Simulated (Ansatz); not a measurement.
The parent structure is TlBiS2 (space group R-3m, No. 166; a = 4.085 Å, c = 21.696 Å (hexagonal axes)). Axes: x lies along a and z along c of the hexagonal cell.

Level of theory: Kohn–Sham DFT with the PBEsol functional, run in Ansatz (a quantum-chemistry and plane-wave program) with PAW and 420 eV plane waves, spin-orbit coupling left out.

Before the change:

```
Item                                  Result
---------------------  ---------------------
Valence-band top at Γ  0.00, -1.78, -1.78 eV
Band gap                             0.15 eV
```

Perturbation: the cell is stretched by 1.80 % along x with no lateral relaxation, atoms relaxed at fixed cell.

Problem. Estimate the effect on the valence-band top at Γ.

Solution. The valence-band top at Γ (three highest levels, from the VBM) becomes 0.00, -1.67, -1.72 eV (base: 0.00, -1.78, -1.78 eV).

Problem. Predict the new largest internal atomic displacement.

Solution. The largest internal atomic displacement comes out as 0.015 Å.

Problem. What happens to the energy relative to the base?

Solution. The energy goes up by 2.2 meV/atom.

Problem. What happens to the band gap?

Solution. The band gap goes up by 0.024 eV to 0.18 eV.

Spin-orbit coupling, missing from the scalar runs, can matter with Bi and Tl. The cells carry an imposed strain or load. Whether these cells are dynamically stable was not tested. The zero or small gap of TlBiS2 can change with the level of theory.
